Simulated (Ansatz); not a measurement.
Data:

End structure of the (21-31) surface of hcp Ti in its 1x1 cell, outermost plane spacing 0.16 Å in the ideal cut:

```
CELL_PARAMETERS angstrom
      5.50203     0.00000     0.00000
     -1.57821     6.71213     0.00000
      0.00000     0.00000    27.00000
ATOMIC_POSITIONS crystal
  Ti 0.69711 0.44715 0.31219
  Ti 0.66280 0.87629 0.31685
  Ti 0.11431 0.79194 0.34073
  Ti 0.03209 0.20625 0.34765
  Ti 0.51784 0.15794 0.37618
  Ti 0.40388 0.54770 0.38255
  Ti 0.88166 0.49767 0.40814
  Ti 0.79997 0.89936 0.41499
  Ti 0.27255 0.83978 0.44324
  Ti 0.17320 0.23704 0.45049
  Ti 0.65347 0.18423 0.48056
  Ti 0.56017 0.58121 0.48580
  Ti 0.04190 0.52875 0.51420
  Ti 0.94859 0.92574 0.51944
  Ti 0.42887 0.87292 0.54951
  Ti 0.32952 0.27018 0.55676
  Ti 0.80210 0.21060 0.58501
  Ti 0.72041 0.61229 0.59186
  Ti 0.19819 0.56226 0.61745
  Ti 0.08422 0.95202 0.62382
  Ti 0.56998 0.90372 0.65235
  Ti 0.48776 0.31802 0.65927
  Ti 0.93927 0.23367 0.68315
  Ti 0.90496 0.66281 0.68781
```

Slab: 24 atoms, 10.5 Å thick at the start; k 7x6x1, smearing 0.1 eV, dipole-corrected; all atoms relaxed; symmetry of the start imposed; no spin, no spin-orbit, no U.

Q: Give the surface energy (mean of both faces) at the level PBE run with Ansatz (an electronic-structure program).

A: 1.98 J/m²

Q: Estimate the work function of the top face that PBE returns for this input.

A: 3.50 eV
